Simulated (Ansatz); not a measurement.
For Be3Al (model structure, started from the Cu3Au type, Pm-3m, No. 221, 4 atoms in the cell), PBEsol (Ansatz, a quantum-chemistry and plane-wave program, plane waves, PAW) gives:

| Property | Result |
|---|---|
| lattice parameter a | 3.467 Å |
| bulk modulus B0 | 103 GPa |
| cohesive energy | 3.65 eV/atom |

What does r²SCAN (PAW; Ansatz) give for the same quantities?


- lattice constant a: 3.471 Å (grows by 0.1 %)
- bulk modulus: 105 GPa (stays essentially unchanged)
- cohesive energy: 3.46 eV/atom (shrinks by 0.19 eV/atom)

Changes are worked out from the printed values.

Unless a cell is named, each level is at its own relaxed cell (PBEsol 10.42, r²SCAN 10.46 Å³/atom).

Caveats: the bulk modulus is −V dP/dV from two relaxed cells at ±2 % in volume (PBEsol, r²SCAN). Ansatz's density-functional and Hartree–Fock values are scalar-relativistic unless marked +SOC, with PAW data made under PBE.

A model structure was made by putting elements into a prototype or built by hand; it is no filed structure, need not be a known phase, and can be a saddle point held by its symmetry.
